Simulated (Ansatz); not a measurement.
Electronic density of states of amorphous Ti₁₀Al₁₂O₃₈, density 3.20 g/cm³, on a 2×2×2 Γ-centred mesh with a Gaussian width of 0.1 eV; energies count from the Fermi level, whose place inside the gap is arbitrary. Cell and mesh are small, so fine structure isn't converged. Computed with PBE, scalar-relativistic without spin-orbit coupling (plane waves to 420 eV, PAW; Ansatz, a quantum-chemistry and plane-wave program). Sampling: a 2×2×2 Γ-centred mesh; Fermi-Dirac width 0.02 eV; no spin polarisation. At PBE the levels at both edges of the gap are localised (band-tail or defect states), and the nearest spread-out levels lie 3.0 eV apart at the zone centre.

The cell was made by melting and quenching with the CHGNet potential and then relaxed with DFT. O atoms were pushed apart under 1.9 Å during the dynamics, to hinder bonds among them. The hot cell started wider than the set density and was brought back towards it in steps. It is the lowest in DFT energy of 2 quenches. It is a model cell: composition and starting density were chosen by hand, and all elements were melted together. No dispersion term was used. Its density started from a set value of 3.20 and ended at 3.20 g/cm³. The simulated quench (nominally 280 K/ps over its main leg) is rapid and tends to freeze in more defects than a deposited or slowly cooled glass has. A cell of this size samples the disorder only roughly. The volume was held where the preparation left it, at a PBE pressure of -2.1 GPa (tension). Stress components on the final sampling reach 4.1 GPa.

```json
[
 {"E - EF (eV)": "-12.00", "states/(eV atom)": "0.00"},
 {"E - EF (eV)": "-11.90", "states/(eV atom)": "0.00"},
 {"E - EF (eV)": "-11.80", "states/(eV atom)": "0.00"},
 {"E - EF (eV)": "-11.70", "states/(eV atom)": "0.00"},
 {"E - EF (eV)": "-11.60", "states/(eV atom)": "0.00"},
 {"E - EF (eV)": "-11.50", "states/(eV atom)": "0.00"},
 {"E - EF (eV)": "-11.40", "states/(eV atom)": "0.00"},
 {"E - EF (eV)": "-11.30", "states/(eV atom)": "0.00"},
 {"E - EF (eV)": "-11.20", "states/(eV atom)": "0.00"},
 {"E - EF (eV)": "-11.10", "states/(eV atom)": "0.00"},
 {"E - EF (eV)": "-11.00", "states/(eV atom)": "0.00"},
 {"E - EF (eV)": "-10.90", "states/(eV atom)": "0.00"},
 {"E - EF (eV)": "-10.80", "states/(eV atom)": "0.00"},
 {"E - EF (eV)": "-10.70", "states/(eV atom)": "0.00"},
 {"E - EF (eV)": "-10.60", "states/(eV atom)": "0.00"},
 {"E - EF (eV)": "-10.50", "states/(eV atom)": "0.00"},
 {"E - EF (eV)": "-10.40", "states/(eV atom)": "0.00"},
 {"E - EF (eV)": "-10.30", "states/(eV atom)": "0.00"},
 {"E - EF (eV)": "-10.20", "states/(eV atom)": "0.00"},
 {"E - EF (eV)": "-10.10", "states/(eV atom)": "0.00"},
 {"E - EF (eV)": "-10.00", "states/(eV atom)": "0.00"},
 {"E - EF (eV)": "-9.90", "states/(eV atom)": "0.00"},
 {"E - EF (eV)": "-9.80", "states/(eV atom)": "0.00"},
 {"E - EF (eV)": "-9.70", "states/(eV atom)": "0.00"},
 {"E - EF (eV)": "-9.60", "states/(eV atom)": "0.00"},
 {"E - EF (eV)": "-9.50", "states/(eV atom)": "0.00"},
 {"E - EF (eV)": "-9.40", "states/(eV atom)": "0.00"},
 {"E - EF (eV)": "-9.30", "states/(eV atom)": "0.00"},
 {"E - EF (eV)": "-9.20", "states/(eV atom)": "0.00"},
 {"E - EF (eV)": "-9.10", "states/(eV atom)": "0.00"},
 {"E - EF (eV)": "-9.00", "states/(eV atom)": "0.00"},
 {"E - EF (eV)": "-8.90", "states/(eV atom)": "0.00"},
 {"E - EF (eV)": "-8.80", "states/(eV atom)": "0.00"},
 {"E - EF (eV)": "-8.70", "states/(eV atom)": "0.00"},
 {"E - EF (eV)": "-8.60", "states/(eV atom)": "0.00"},
 {"E - EF (eV)": "-8.50", "states/(eV atom)": "0.00"},
 {"E - EF (eV)": "-8.40", "states/(eV atom)": "0.00"},
 {"E - EF (eV)": "-8.30", "states/(eV atom)": "0.00"},
 {"E - EF (eV)": "-8.20", "states/(eV atom)": "0.00"},
 {"E - EF (eV)": "-8.10", "states/(eV atom)": "0.00"},
 {"E - EF (eV)": "-8.00", "states/(eV atom)": "0.00"},
 {"E - EF (eV)": "-7.90", "states/(eV atom)": "0.00"},
 {"E - EF (eV)": "-7.80", "states/(eV atom)": "0.00"},
 {"E - EF (eV)": "-7.70", "states/(eV atom)": "0.00"},
 {"E - EF (eV)": "-7.60", "states/(eV atom)": "0.01"},
 {"E - EF (eV)": "-7.50", "states/(eV atom)": "0.06"},
 {"E - EF (eV)": "-7.40", "states/(eV atom)": "0.17"},
 {"E - EF (eV)": "-7.30", "states/(eV atom)": "0.16"},
 {"E - EF (eV)": "-7.20", "states/(eV atom)": "0.14"},
 {"E - EF (eV)": "-7.10", "states/(eV atom)": "0.16"},
 {"E - EF (eV)": "-7.00", "states/(eV atom)": "0.18"},
 {"E - EF (eV)": "-6.90", "states/(eV atom)": "0.22"},
 {"E - EF (eV)": "-6.80", "states/(eV atom)": "0.29"},
 {"E - EF (eV)": "-6.70", "states/(eV atom)": "0.32"},
 {"E - EF (eV)": "-6.60", "states/(eV atom)": "0.30"},
 {"E - EF (eV)": "-6.50", "states/(eV atom)": "0.34"},
 {"E - EF (eV)": "-6.40", "states/(eV atom)": "0.29"},
 {"E - EF (eV)": "-6.30", "states/(eV atom)": "0.30"},
 {"E - EF (eV)": "-6.20", "states/(eV atom)": "0.35"},
 {"E - EF (eV)": "-6.10", "states/(eV atom)": "0.32"},
 {"E - EF (eV)": "-6.00", "states/(eV atom)": "0.32"},
 {"E - EF (eV)": "-5.90", "states/(eV atom)": "0.35"},
 {"E - EF (eV)": "-5.80", "states/(eV atom)": "0.42"},
 {"E - EF (eV)": "-5.70", "states/(eV atom)": "0.50"},
 {"E - EF (eV)": "-5.60", "states/(eV atom)": "0.59"},
 {"E - EF (eV)": "-5.50", "states/(eV atom)": "0.66"},
 {"E - EF (eV)": "-5.40", "states/(eV atom)": "0.77"},
 {"E - EF (eV)": "-5.30", "states/(eV atom)": "0.80"},
 {"E - EF (eV)": "-5.20", "states/(eV atom)": "0.76"},
 {"E - EF (eV)": "-5.10", "states/(eV atom)": "0.74"},
 {"E - EF (eV)": "-5.00", "states/(eV atom)": "0.70"},
 {"E - EF (eV)": "-4.90", "states/(eV atom)": "0.72"},
 {"E - EF (eV)": "-4.80", "states/(eV atom)": "0.77"},
 {"E - EF (eV)": "-4.70", "states/(eV atom)": "0.80"},
 {"E - EF (eV)": "-4.60", "states/(eV atom)": "0.80"},
 {"E - EF (eV)": "-4.50", "states/(eV atom)": "0.82"},
 {"E - EF (eV)": "-4.40", "states/(eV atom)": "0.93"},
 {"E - EF (eV)": "-4.30", "states/(eV atom)": "0.93"},
 {"E - EF (eV)": "-4.20", "states/(eV atom)": "0.86"},
 {"E - EF (eV)": "-4.10", "states/(eV atom)": "0.81"},
 {"E - EF (eV)": "-4.00", "states/(eV atom)": "0.76"},
 {"E - EF (eV)": "-3.90", "states/(eV atom)": "0.77"},
 {"E - EF (eV)": "-3.80", "states/(eV atom)": "0.77"},
 {"E - EF (eV)": "-3.70", "states/(eV atom)": "0.82"},
 {"E - EF (eV)": "-3.60", "states/(eV atom)": "0.87"},
 {"E - EF (eV)": "-3.50", "states/(eV atom)": "0.82"},
 {"E - EF (eV)": "-3.40", "states/(eV atom)": "0.81"},
 {"E - EF (eV)": "-3.30", "states/(eV atom)": "0.86"},
 {"E - EF (eV)": "-3.20", "states/(eV atom)": "0.89"},
 {"E - EF (eV)": "-3.10", "states/(eV atom)": "0.85"},
 {"E - EF (eV)": "-3.00", "states/(eV atom)": "0.84"},
 {"E - EF (eV)": "-2.90", "states/(eV atom)": "0.80"},
 {"E - EF (eV)": "-2.80", "states/(eV atom)": "0.79"},
 {"E - EF (eV)": "-2.70", "states/(eV atom)": "0.81"},
 {"E - EF (eV)": "-2.60", "states/(eV atom)": "0.81"},
 {"E - EF (eV)": "-2.50", "states/(eV atom)": "0.81"},
 {"E - EF (eV)": "-2.40", "states/(eV atom)": "0.78"},
 {"E - EF (eV)": "-2.30", "states/(eV atom)": "0.73"},
 {"E - EF (eV)": "-2.20", "states/(eV atom)": "0.75"},
 {"E - EF (eV)": "-2.10", "states/(eV atom)": "0.76"},
 {"E - EF (eV)": "-2.00", "states/(eV atom)": "0.67"},
 {"E - EF (eV)": "-1.90", "states/(eV atom)": "0.62"},
 {"E - EF (eV)": "-1.80", "states/(eV atom)": "0.61"},
 {"E - EF (eV)": "-1.70", "states/(eV atom)": "0.54"},
 {"E - EF (eV)": "-1.60", "states/(eV atom)": "0.47"},
 {"E - EF (eV)": "-1.50", "states/(eV atom)": "0.45"},
 {"E - EF (eV)": "-1.40", "states/(eV atom)": "0.40"},
 {"E - EF (eV)": "-1.30", "states/(eV atom)": "0.32"},
 {"E - EF (eV)": "-1.20", "states/(eV atom)": "0.13"},
 {"E - EF (eV)": "-1.10", "states/(eV atom)": "0.02"},
 {"E - EF (eV)": "-1.00", "states/(eV atom)": "0.00"},
 {"E - EF (eV)": "-0.90", "states/(eV atom)": "0.00"},
 {"E - EF (eV)": "-0.80", "states/(eV atom)": "0.00"},
 {"E - EF (eV)": "-0.70", "states/(eV atom)": "0.00"},
 {"E - EF (eV)": "-0.60", "states/(eV atom)": "0.00"},
 {"E - EF (eV)": "-0.50", "states/(eV atom)": "0.00"},
 {"E - EF (eV)": "-0.40", "states/(eV atom)": "0.00"},
 {"E - EF (eV)": "-0.30", "states/(eV atom)": "0.00"},
 {"E - EF (eV)": "-0.20", "states/(eV atom)": "0.00"},
 {"E - EF (eV)": "-0.10", "states/(eV atom)": "0.00"},
 {"E - EF (eV)": "0.00", "states/(eV atom)": "0.00"},
 {"E - EF (eV)": "0.10", "states/(eV atom)": "0.00"},
 {"E - EF (eV)": "0.20", "states/(eV atom)": "0.00"},
 {"E - EF (eV)": "0.30", "states/(eV atom)": "0.00"},
 {"E - EF (eV)": "0.40", "states/(eV atom)": "0.00"},
 {"E - EF (eV)": "0.50", "states/(eV atom)": "0.00"},
 {"E - EF (eV)": "0.60", "states/(eV atom)": "0.00"},
 {"E - EF (eV)": "0.70", "states/(eV atom)": "0.00"},
 {"E - EF (eV)": "0.80", "states/(eV atom)": "0.00"},
 {"E - EF (eV)": "0.90", "states/(eV atom)": "0.00"},
 {"E - EF (eV)": "1.00", "states/(eV atom)": "0.00"},
 {"E - EF (eV)": "1.10", "states/(eV atom)": "0.02"},
 {"E - EF (eV)": "1.20", "states/(eV atom)": "0.14"},
 {"E - EF (eV)": "1.30", "states/(eV atom)": "0.24"},
 {"E - EF (eV)": "1.40", "states/(eV atom)": "0.25"},
 {"E - EF (eV)": "1.50", "states/(eV atom)": "0.33"},
 {"E - EF (eV)": "1.60", "states/(eV atom)": "0.52"},
 {"E - EF (eV)": "1.70", "states/(eV atom)": "0.51"},
 {"E - EF (eV)": "1.80", "states/(eV atom)": "0.45"},
 {"E - EF (eV)": "1.90", "states/(eV atom)": "0.49"},
 {"E - EF (eV)": "2.00", "states/(eV atom)": "0.52"},
 {"E - EF (eV)": "2.10", "states/(eV atom)": "0.41"},
 {"E - EF (eV)": "2.20", "states/(eV atom)": "0.40"},
 {"E - EF (eV)": "2.30", "states/(eV atom)": "0.49"},
 {"E - EF (eV)": "2.40", "states/(eV atom)": "0.66"},
 {"E - EF (eV)": "2.50", "states/(eV atom)": "0.64"},
 {"E - EF (eV)": "2.60", "states/(eV atom)": "0.43"},
 {"E - EF (eV)": "2.70", "states/(eV atom)": "0.55"},
 {"E - EF (eV)": "2.80", "states/(eV atom)": "0.71"},
 {"E - EF (eV)": "2.90", "states/(eV atom)": "0.70"},
 {"E - EF (eV)": "3.00", "states/(eV atom)": "0.64"},
 {"E - EF (eV)": "3.10", "states/(eV atom)": "0.49"}
]
```

The gap between localised states on this mesh is 2.48 eV; the broadening fills part of it in the curve.
